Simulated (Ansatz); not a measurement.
We consider MoP (P-6m2, No. 187, 2 atoms in the cell; start COD 1539074), described by PBEsol+SOC in Ansatz (PAW).

Input:

Ansatz 0.2 input:
```yaml
crystal:
  lattice:
    - [3.223, 0.0, 0.0]
    - [-1.6115, 2.7912, 0.0]
    - [0.0, 0.0, 3.191]
  atoms:
    - { symbol: Mo, position: [0.0, 0.0, 0.0] }
    - { symbol: P, position: [0.333333, 0.666667, 0.5] }
basis:
  ecutwfc: 520
  ecutrho_ratio: 4
  xc_grid: 2
kpoints:
  mp_grid: { grid: [18, 18, 18] }
hamiltonian:
  xc: pbesol
  dispersion: none
  pseudopotentials: { azcp: { folder: ./paw }, kind: paw_fr }
scf:
  occupations: { method: fermi_dirac, width: 0.05 }
  convergence: { dr2_threshold: 0.0000000002 }
output:
  forces: true
  stress: true
  eigenvalues: true
magnetization:
  noncollinear: true
  spin_orbit: true
```

From the output:

```
WARN the atoms were moved onto the symmetric positions of the space group found under crystal.symmetry.tolerance 1.0e-5 (fractional …
Crystal: 2 atoms, lattice volume = 28.706 Å³
Basis set: ecut = 520 eV, 761 PW (Γ), exchange–correlation on 48×48×48 points (8 copies of the dense FFT grid, shifted against one another)
Bands: 28, of which v1, the nominal top of the filled ones, is band 19 counted from 1 (18 counted from 0)
Symmetry: 12 space group operations + 12 with time reversal
k-points: 370 of 5832 (time reversal used)
Initial density: superposition of atomic densities (chi_scale 0.1, normalization cell, long waves kept (reshape's long-wave potential 0.00 eV rms))
Functional: x = pbesol(κ = 0.804, μ = 0.12345679012345678), c = pbesol(β = 0.046)
SCF 1 converged in 9 iterations: F = -5640.214839 eV  dr2 = 2.22e-11
SCF converged after 9 iterations
Free energy (F): -5640.214839 eV
Internal energy: -5640.208303 eV  (E = F + TS)
E sigma→0 (E₀):  -5640.211571 eV
Fermi energy:    17.119954 eV
--- Stress (GPa, compression-positive) ---
       -3.345006       0.000000       0.000000
       -0.000000      -3.345006       0.000000
        0.000000       0.000000      -4.317304
  P = ⅓ Tr σ = -3.6691 GPa (-36.691 kbar)
```

The PAW data were made under PBE.

Note: cell and atoms aren't relaxed at this level (pressure -3.7 GPa).

Ansatz is an electronic-structure program.
